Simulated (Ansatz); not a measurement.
Base system: SnTe in the rock salt structure (space group Fm-3m, No. 225; a = 6.3702 Å). Axes: x, y, z lie along the cube axes.

Structures relaxed with plane-wave PAW DFT at the r2SCAN level (Ansatz, a first-principles code, 500 eV), no spin-orbit coupling.

Base:

Simulated powder pattern, Mo Kα, λ = 0.71073 Å (kinematic, ideal powder, no thermal factors, no anomalous dispersion; the 10 strongest lines at most, above 2 %, up to 2θ = 40°):

```
2θ (°)  I/Imax (%)    hkl
------  ----------  -----
12.81          100  (200)
18.16           81  (220)
22.28           31  (222)
25.79           15  (400)
28.89           42  (420)
31.72           32  (422)
36.79          9.7  (440)
39.11           20  (442)
```

After one change:

Simulated powder pattern, Mo Kα, λ = 0.71073 Å (kinematic, ideal powder, no thermal factors, no anomalous dispersion; the 10 strongest lines at most, above 2 %, up to 2θ = 40°):

```
2θ (°)  I/Imax (%)
------  ----------
12.12           58
12.84          100
17.69           87
18.19           41
21.91           48
27.64           24
28.63           22
28.95           21
30.58           18
31.48           32
```

Task: What was done to the base?
A. biaxial strain −4.18 %, plane normal [001], relaxed out of plane
B. uniaxial stress, 5 GPa tension along x
C. tensor shear ε_yz = +1.80 %
D. uniaxial strain ε_zz = +2.79 %

Result: B, uniaxial stress, 5 GPa tension along x. Its volume per atom is 34.03 Å³ against 32.31 Å³, and its space group is I4/mmm (No. 139).

Stability under load was not tested beyond the relaxation. The final runs are not spin-polarised.
